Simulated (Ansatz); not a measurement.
An Ansatz (a program for electronic structure) input (PBEsol-D3(BJ), PAW, 420 eV (Ansatz; no SOC)):

Ansatz 0.2 input:
```yaml
crystal:
  lattice:
    - [3.4752285251, 0, 0]
    - [-1.7376142625, 3.0096361867, 0]
    - [0, 0, 13.4893612019]
  atoms:
    - { symbol: Te, position: [0.6666666667, 0.3333333333, 0.3862072781] }
    - { symbol: Te, position: [0.3333333333, 0.6666666667, 0.8862072781] }
    - { symbol: Te, position: [0.3333333333, 0.6666666667, 0.6137927219] }
    - { symbol: Te, position: [0.6666666667, 0.3333333333, 0.1137927219] }
    - { symbol: Mo, position: [0.6666666667, 0.3333333333, 0.75] }
    - { symbol: Mo, position: [0.3333333333, 0.6666666667, 0.25] }
basis: { ecutwfc: 420, ecutrho_ratio: 4, xc_grid: 2, fft_grid_basis: typed }
kpoints: { mp_grid: { grid: [11, 11, 3] } }
hamiltonian:
  xc: pbesol
  dispersion: d3bj
  pseudopotentials: { kind: paw }
scf: { occupations: { method: fermi_dirac, width: 0.05 }, convergence: { dr2_threshold: 0.0000000006 } }
relax: { f_tol: 0.005, max_steps: 50 }
output: { forces: true, stress: true }
checkpoint: { write: state.ck, write_every: 1000 }
```

Q: Which symmetry and how many k-points will the program report, and about how many plane waves at Γ?

A: Space group P63/mmc (ITA 194) with 24 operations, k-points 32 of 363, and 2775 plane waves at Γ.

Q: And the final pressure?

A: -2.09 GPa (compression positive).

The cells carry an imposed strain or load. Whether these cells are dynamically stable was not tested. The cell was made from MoTe$_{2}$ (space group P6_3/mmc, No. 194; layered, stacked along the Cartesian z axis) by this change: isotropic strain +1.20 %.
